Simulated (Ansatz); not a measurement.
Start from SiS$_{2}$ (space group Ibam, No. 72; a = 6.0185 Å, b = 9.3955 Å, c = 5.5448 Å; made of chains).

The change: a hydrostatic pressure of 15 GPa.

Levels (all Ansatz, a quantum-chemistry and plane-wave program, PAW): PBEsol (420 eV, no SOC); r2SCAN (500 eV, no SOC); HSE06 (420 eV, without spin-orbit coupling).

At the geometry relaxed with PBEsol, these levels gave the following band gaps, in shuffled order: (a) 1.94 eV, (b) 1.45 eV, (c) 2.44 eV.

Question: Match each gap to its level.

Answer: (a) r2SCAN; (b) PBEsol; (c) HSE06.

Single points use the geometry relaxed with PBEsol. Load acts through the strain it causes; cell and atoms are relaxed under it. Whether these cells are dynamically stable was not tested. Competing high-pressure phases were not computed. No dispersion term is included in the PBEsol runs.
